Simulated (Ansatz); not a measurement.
## What isotropic strain −2.00 % does to AlRu

Take AlRu in the CsCl type structure (space group Pm-3m, No. 221; a = 2.977 Å; relaxed with 0.1 eV smearing) as the base.

Perturbation: an isotropic linear strain of −2.00 %; the atoms relax in the strained cell.

The values are results of Ansatz (an electronic-structure program), PBEsol, PAW, cutoff 420 eV, no spin-orbit coupling, not measurements. k-mesh 19×19×19 (Γ-centred); smearing 0.1 eV (Fermi–Dirac).

The volume per atom decreases by 0.776 Å³ to 12.42 Å³ and the space group is still Pm-3m (No. 221). The shortest interatomic distance shrinks by 0.0516 Å (2.578 Å → 2.527 Å) and the energy rises by 35 meV/atom. The pressure goes from zero to 15.1 GPa and the band gap remains zero.

Final structure:

```
AlRu
1.0
    2.91749     0.00000     0.00000
    0.00000     2.91749     0.00000
    0.00000     0.00000     2.91749
Al Ru
1 1
Cartesian
  1.45875   1.45875   1.45875
  0.00000   0.00000   0.00000
```

No phonon test of stability was made. All final runs are without spin polarisation.
